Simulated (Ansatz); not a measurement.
Take AlN in the zinc blende structure (space group F-43m, No. 216; a = 4.378 Å) as the base. Axes: x, y, z lie along the cube axes.

Calculations: PBEsol (Ansatz, a program for electronic structure; PAW; 420 eV plane waves; scalar-relativistic without spin-orbit coupling).

Base values:

| Quantity | Value |
|---|---|
| Smallest direct gap | 4.06 eV |
| Band gap | 3.19 eV |

It is then changed as follows: biaxial strain −0.83 %, plane normal [111], relaxed out of plane (Cartesian); in-plane vectors clamped, the third vector and the atoms free.

### Question
What does the calculation give for the smallest direct gap after the change?

### Answer
The smallest direct gap grows by 0.08 eV (4.06 eV → 4.14 eV).

### Question
How does this affect the ratio −ε⊥/ε∥?

### Answer
The ratio −ε⊥/ε∥ comes out as 0.37.

### Question
Estimate the effect on the band gap.

### Answer
The band gap falls by 0.03 eV to 3.16 eV.

### Question
What happens to the valence-band top at Γ?

### Answer
The valence-band top at Γ (three highest levels, from the VBM) amounts to 0.00, 0.00, -0.10 eV.

Semilocal Kohn–Sham gaps tend to fall short of experiment. Whether these cells are dynamically stable was not tested. This is not the structure that AlN has at room temperature and ambient pressure.
